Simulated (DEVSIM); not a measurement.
Device: Schottky contact on p-type InP, at 300 K.

Layer 1 from the left is InP, thickness (μm) 5.30, Na (cm⁻³) 5.6e16, τn (s) 5e-10, τp (s) 5e-10. Layer 2 from the left is InP, thickness (μm) 0.700, Na (cm⁻³) 1.9e18, τn (s) 5e-10, τp (s) 5e-10.

Left contact: Schottky, work function 4.894 eV, emission velocity 8.8e6 cm/s. Right contact: ohmic. Voltage is applied to the left contact. Recombination: SRH at mid-gap, Auger. Mobility is μmin + (μ − μmin)/(1 + (N/Nref)^α).

Constants are typed, rounded textbook-type inputs, not results; the design itself was drawn at random and stands for no fabricated device. Values at 300 K.

InP: gap (eV) 1.344, affinity (eV) 4.38, permittivity 12.5, Nc (cm⁻³) 5.7e17, Nv (cm⁻³) 1.1e19, μn (cm²/Vs) 5200, μp (cm²/Vs) 170, μn,min 400, μp,min 10, Nref,n 3e17, Nref,p 4.9e17, αn 0.47, αp 0.62, Cn (cm⁶/s) 9e-31, Cp (cm⁶/s) 9e-31.

Model (solved in DEVSIM): 1D drift-diffusion, Boltzmann statistics, complete ionisation; no tunnelling, impact ionisation, image-force lowering or self-heating. Metal contacts follow the ideal Schottky-Mott rule: no Fermi-level pinning, no interface dipoles.

**Question.** What does the simulation give for the dark forward voltage at 100 A/cm², the dark forward voltage at 1 A/cm²?

**Answer.** dark forward voltage at 100 A/cm² 0.591 V; dark forward voltage at 1 A/cm² 0.422 V.
